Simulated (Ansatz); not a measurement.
Structures of equal composition on the (111) surface of fcc Pd: a layer of Zn in place of the second plane; a layer of Zn in place of the third plane. The slabs share one bottom face, and each structure is named by its start. These are constructed structures in small cells; real faces may alloy, dewet or reconstruct in larger ones, and not all known structures of the face are among them. Slabs of about 11 Å with all that they carry, Fermi-Dirac smearing of 0.1 eV. Bottom of the slabs: a bare face, its two planes held. Relaxed from the named starts with such symmetry as they have, on meshes of like density; energies extrapolated to zero smearing; no spin-orbit coupling, no U. Spin-polarised runs, if any, are marked in brackets, and their order is one that fits the cell; the others ran without spin.

The numbers are results of PBE (plane waves to 420 eV, PAW; Ansatz, a quantum-chemistry and plane-wave program), not measurements.

Rank these by energy per 1x1 cell (lowest first), as PBE gives it.

a layer of Zn in place of the second plane (0.000 eV), a layer of Zn in place of the third plane (0.145 eV)
